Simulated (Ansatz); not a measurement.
Consider the following.

```
CELL_PARAMETERS angstrom
      0.00000     2.17513     2.17513
      2.17513     0.00000     2.17513
      2.17513     2.17513     0.00000
ATOMIC_POSITIONS crystal
  Si 0.00000 0.00000 0.00000
  C  0.25000 0.25000 0.25000
```

No spin polarisation.

Method: PBE in Ansatz (plane waves to 420 eV, PAW, no spin-orbit coupling). Settings: 13×13×13 k-points, 0.05 eV Fermi–Dirac smearing.

**Question.** What band gap does the calculation give?

**Answer.** 1.35 eV.

**Question.** What gap character does the calculation give?

**Answer.** Indirect, Γ → X.

**Question.** What is the computed smallest direct gap?

**Answer.** 4.55 eV.

**Question.** Estimate the electron mass.

**Answer.** 0.67 mₑ along k, 0.23 mₑ across (at X).

Load acts through the strain it causes; cell and atoms are relaxed under it. Effective masses come from finite differences of ±0.01 Å⁻¹. Along k means along the line from Γ to the band edge. Stability against distortions was not tested. The cell was made from SiC in the zinc blende structure (space group F-43m, No. 216) by this change: pressure 4.5 GPa.

Ansatz is a first-principles code.
